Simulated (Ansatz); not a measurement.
Several settings converged on HgPPt5 (P4mm, 7 atoms in the cell)

```yaml
crystal:
  lattice:
    - [3.95873, 0.00000, 0.00000]
    - [0.00000, 3.95873, 0.00000]
    - [0.00000, 0.00000, 7.24589]
  atoms:
    - { symbol: Hg, position: [0.50000, 0.50000, 0.00690] }
    - { symbol: P, position: [0.00000, 0.00000, 0.50000] }
    - { symbol: Pt, position: [0.00000, 0.50000, 0.30307] }
    - { symbol: Pt, position: [0.00000, 0.50000, 0.69693] }
    - { symbol: Pt, position: [0.50000, 0.00000, 0.30307] }
    - { symbol: Pt, position: [0.50000, 0.00000, 0.69693] }
    - { symbol: Pt, position: [0.00000, 0.00000, 0.00000] }
```

Base method: PBEsol, default PAW files made with PBE (plane waves; Ansatz, a first-principles code).

Base settings: basis.ecutwfc = 420 eV; kpoints.mp_grid.grid = 8 8 5; hamiltonian.xc = pbesol; hamiltonian.pseudopotentials = {kind: paw} (the program's default PAW files); scf.occupations.method = gaussian; scf.occupations.width = 0.1 eV.

The count of work is k-points × plane waves × bands × iterations; it is no time. 

**The k-point mesh at a smearing width of 0.02 eV**

In this ladder: scf.occupations.width = 0.02 eV.

Only quantities that move along the ladder and can be compared are tabulated.

```csv
kpoints.mp_grid.grid,free energy less the last step's (meV/atom),pressure (GPa),largest difference of a force vector from the last step's (eV/Å),count of work / last
3 3 2,-29.36,-7.84,0.174,0.013
4 4 2,6.94,-7.65,0.101,0.030
4 4 3,-6.38,-7.81,0.025,0.027
5 5 3,-3.49,-7.57,0.039,0.027
6 6 4,3.99,-7.54,0.032,0.066
8 8 4,2.87,-7.58,0.013,0.11
9 9 5,0.22,-7.64,0.012,0.11
11 11 6,-0.37,-7.63,0.010,0.21
20 20 11,0.00,-7.60,0.000,1.0
```

Coarsest kpoints.mp_grid.grid that holds the pressure within 0.1 GPa of the last step, with all finer ones: 5 5 3, at 0.027 of the last step's count of work; the step before is off by 0.21 GPa.

Coarsest kpoints.mp_grid.grid that holds the free energy within 1 meV/atom of the last step, with all finer ones: 9 9 5, at 0.11 of the last step's count of work; the step before is off by 2.9 meV/atom.

Coarsest kpoints.mp_grid.grid that holds the forces within 0.02 eV/Å: not settled: the last two steps still differ by 0.010 eV/Å, over half the tolerance, so the ladder does not show it.

**The width of Gaussian smearing**

In this ladder: kpoints.mp_grid.grid = 13 13 8.

Narrow widths need finer meshes than wide ones, so the last steps can hold mesh noise.

Only quantities that move along the ladder and can be compared are tabulated; pressure and forces are left out, as mesh noise rules them at narrow widths.

| scf.occupations.width | free energy less the last step's (meV/atom) | energy extrapolated to zero width less the last step's (meV/atom) |
|---|---|---|
| 1 eV | -113.28 | 10.52 |
| 0.5 eV | -25.70 | 0.35 |
| 0.3 eV | -8.49 | 0.00 |
| 0.2 eV | -3.18 | -0.07 |
| 0.1 eV | 0.00 | 0.00 |

Widest scf.occupations.width that holds the energy extrapolated to zero width within 0.5 meV/atom of the last step, with all finer ones: 0.5 eV; the step before is off by 11 meV/atom.

Widest scf.occupations.width that holds the free energy within 5 meV/atom: not settled: the last two steps still differ by 3.2 meV/atom, over half the tolerance, so the ladder does not show it.

The extrapolation to zero width removes most of the smearing's effect on the energy.

**The mesh under tetrahedron occupations**

In this ladder: scf.occupations.method = tetrahedron; scf.occupations.width = default.

Only quantities that move along the ladder and can be compared are tabulated.

```tsv
kpoints.mp_grid.grid	free energy less the last step's (meV/atom)	pressure (GPa)	largest difference of a force vector from the last step's (eV/Å)	count of work / last
4 4 2	-3.34	-7.87	0.048	0.037
4 4 3	-9.43	-7.92	0.021	0.037
5 5 3	-4.14	-7.67	0.026	0.037
7 7 4	-1.71	-7.64	0.007	0.092
8 8 5	0.88	-7.63	0.006	0.15
10 10 6	-0.45	-7.60	0.005	0.25
13 13 7	-0.18	-7.62	0.002	0.34
16 16 9	-0.04	-7.62	0.003	0.68
19 19 11	0.00	-7.61	0.000	1.0
```

Coarsest kpoints.mp_grid.grid that holds the free energy within 5 meV/atom of the last step, with all finer ones: 5 5 3, at 0.037 of the last step's count of work; the step before is off by 9.4 meV/atom.

Coarsest kpoints.mp_grid.grid that holds the pressure within 0.05 GPa of the last step, with all finer ones: 7 7 4, at 0.092 of the last step's count of work; the step before is off by 0.05 GPa.

Coarsest kpoints.mp_grid.grid that holds the forces within 0.01 eV/Å of the last step, with all finer ones: 7 7 4, at 0.092 of the last step's count of work; the step before is off by 0.026 eV/Å.

On the base run: the starting cell comes from a database of computed structures (which also holds hypothetical and non-ambient phases and stackings), without a prior relaxation at this level. Its lattice was rescaled by up to half a per cent. One atom was moved a little off its site on purpose. Spin polarisation is off; with an odd number of electrons in the cell that forces a metal, and a magnetic state may lie lower. In the base run, with a pressure of about -8 GPa the cell is away from its equilibrium volume at this level. Ansatz's pressure includes its estimate of the finite-basis (Pulay) stress.

Left out of this page: 2 runs of the series outside the window shown, repeating another row's setting, or not comparable.

Keys are those of Ansatz 0.2.
